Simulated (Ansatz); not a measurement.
Data:

```
CELL_PARAMETERS angstrom
      0.00000     2.71896     2.71896
      2.71896     0.00000     2.71896
      2.71896     2.71896     0.00000
ATOMIC_POSITIONS crystal
  Ce 0.00000 0.00000 0.00000
  O  0.75000 0.75000 0.75000
  O  0.25000 0.25000 0.25000
```

No spin polarisation.

The values are results of r2SCAN/PAW in Ansatz (a quantum-chemistry and plane-wave program), no spin-orbit coupling, earlier PAW set, not measurements. k-mesh 11×11×11 (Γ-centred); smearing 0.05 eV (Fermi–Dirac).

What is the computed gap character (in this cell's own zone, which can be folded)?

Indirect, a point along ⟨110⟩, about 0.9 Å⁻¹ from Γ → L.

What band gap does the calculation give?

2.16 eV.

Predict the space group (of the atoms, moments ignored).

Fm-3m (No. 225).

What width of the top valence band does the calculation give?

0.80 eV.

Whether these cells are dynamically stable was not tested. Seeded moments were not kept for ↑↓ start, q = (0, 0, 1/2), 6 atoms. The final runs are not spin-polarised. The cell was made from CeO₂ in the fluorite structure (space group Fm-3m, No. 225) by this change: ↑↓ start, q = (0, 0, 1/2), 6 atoms.
